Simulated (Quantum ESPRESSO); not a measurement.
Worked example: self-consistent single point of SrCoN2 (P2_1/c, 16 atoms in the cell) in Quantum ESPRESSO.

Level of theory: PBEsol, SSSP 1.1.2 efficiency (PBE) pseudopotentials (plane waves; Quantum ESPRESSO).

```
SrCoN2
1.0
    5.99370     0.00000     0.00000
    0.00000     8.04554     0.00000
   -2.32137     0.00000     4.80915
Sr Co N
4 4 8
Direct
  0.32458   0.09599   0.66536
  0.67542   0.90401   0.33464
  0.67542   0.59599   0.83464
  0.32458   0.40401   0.16536
  0.08375   0.63335   0.48478
  0.91625   0.36665   0.51522
  0.91625   0.13335   0.01522
  0.08375   0.86665   0.98478
  0.24802   0.06692   0.14062
  0.75198   0.93308   0.85938
  0.75198   0.56692   0.35938
  0.24802   0.43308   0.64062
  0.14497   0.69055   0.19961
  0.85503   0.30945   0.80039
  0.85503   0.19055   0.30039
  0.14497   0.80945   0.69961
```

Reference input (self-consistent single point, DFT, PBEsol, plane waves, SSSP 1.1.2 efficiency (PBE) pseudopotentials): ecutwfc = 50 Ry; ecutrho = 400 Ry; occupations = smearing; smearing = fermi-dirac; degauss = 0.0099958 Ry; input_dft = pbesol; potentials = {Sr: Sr_pbe_v1.uspp.F.UPF, Co: Co_pbe_v1.2.uspp.F.UPF, N: N.pbe-n-radius_5.UPF}; K_POINTS = automatic 4 3 4 0 0 0; conv_thr = 1e-10 Ry; mixing_beta = 0.7. This run's input differs from it in these lines:

```diff
@@ -16,3 +16,3 @@
   smearing = 'fermi-dirac'
-  degauss = 0.0099958
+  degauss = 0.002205
   input_dft = 'pbesol'
@@ -49,3 +49,3 @@
 K_POINTS {automatic}
-4 3 4  0 0 0
+5 4 6  0 0 0
```

Output (repeated stretches shortened):

```
     Self-consistent Calculation

     iteration #  1     ecut=    50.00 Ry     beta= 0.70

     negative rho (up, down):  2.529E-01 0.000E+00

     total energy              =   -1607.36103121 Ry
     estimated scf accuracy    <      36.66437357 Ry

     iteration #  2     ecut=    50.00 Ry     beta= 0.70

     negative rho (up, down):  2.542E-01 0.000E+00

     total energy              =   -1624.34168132 Ry
     estimated scf accuracy    <     186.73499857 Ry

     iteration #  3     ecut=    50.00 Ry     beta= 0.70

     negative rho (up, down):  2.560E-01 0.000E+00

     total energy              =   -1633.20003460 Ry
     estimated scf accuracy    <      28.25057436 Ry

   [... 11 blocks of this kind left out ...]

     iteration # 15     ecut=    50.00 Ry     beta= 0.70

     negative rho (up, down):  2.625E-01 0.000E+00

     total energy              =   -1633.94989421 Ry
     estimated scf accuracy    <          8.0E-10 Ry

     iteration # 16     ecut=    50.00 Ry     beta= 0.70

     negative rho (up, down):  2.625E-01 0.000E+00
     End of self-consistent calculation

     the Fermi energy is    10.3922 ev

!    total energy              =   -1633.94989421 Ry
     estimated scf accuracy    <          3.4E-11 Ry
     smearing contrib. (-TS)   =      -0.00064606 Ry
     internal energy E=F+TS    =   -1633.94924814 Ry

     convergence has been achieved in  16 iterations

     negative rho (up, down):  2.625E-01 0.000E+00

     Forces acting on atoms (cartesian axes, Ry/au):

     atom    1 type  1   force =    -0.00245614   -0.00133843   -0.00155511
     atom    2 type  1   force =     0.00245614    0.00133843    0.00155511
     atom    3 type  1   force =     0.00245614   -0.00133843    0.00155511
     atom    4 type  1   force =    -0.00245614    0.00133843   -0.00155511
     atom    5 type  2   force =     0.00058797    0.00145618   -0.00202430
   [... lines left out ...]
     Total force =     0.047083     Total SCF correction =     0.000012
   [... lines left out ...]

     negative rho (up, down):  2.625E-01 0.000E+00
          total   stress  (Ry/bohr**3)                   (kbar)     P=      -65.69
  -0.00041822   0.00000000   0.00002139          -61.52        0.00        3.15
   0.00000000  -0.00048995   0.00000000            0.00      -72.07        0.00
   0.00002139   0.00000000  -0.00043155            3.15        0.00      -63.48

   JOB DONE.
```

The run converged in 16 iterations. Against the reference run the free energy rises by 11.8 meV/atom, the pressure goes from -6.40 to -6.57 GPa and the largest force hardly changes (0.490 to 0.491 eV/Å).

The starting cell comes from a database of computed structures (which also holds hypothetical and non-ambient phases and stackings), without a prior relaxation at this level. Spin polarisation is off, so a magnetic state, if there is one, cannot be reached. With a pressure of about -7 GPa the cell is away from its equilibrium volume at this level.

Cost on one core of a shared machine: roughly 30 min.
